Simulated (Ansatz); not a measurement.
Defect: interstitial H in polar orthorhombic HfO2, charge state +1. Level of theory: PBE, PAW (plane waves to 420 eV; Ansatz, a program for electronic structure).

Settings: 96 host sites, the relaxed PBE lattice, the Γ point alone, smearing 0.01 eV, spin-restricted, no image-charge correction. No zero-point or tunnelling terms. Spin-orbit coupling is left out. The host's phase is taken as given; its stability against other phases was not computed. The charge state is imposed; whether it is stable for some Fermi level was not computed. Sites that were not tried may lie lower.

Barriers: single points on a 2×2×2 k-point mesh shifted by half a step at the bands' geometries.

A. a direct jump of one H atom; the atom moves 2.15 Å along (0.31, 0.25, -0.12) of the unit cell; the moving atom starts with neighbours O at 0.98, O at 1.95 Å and ends with O at 1.00, O at 1.75, O at 2.04 Å; saddle order not checked.
B. a direct jump of one H atom; the atom moves 1.33 Å along (-0.19, 0.13, -0.12) of the unit cell; the moving atom starts with neighbours O at 0.98, O at 1.95 Å and ends with O at 1.00, O at 1.75, O at 2.04 Å; saddle order not checked.

Question: Rank these by forward barrier (lowest first), as PBE, PAW gives it.

Answer: B (0.39 eV), A (0.97 eV)
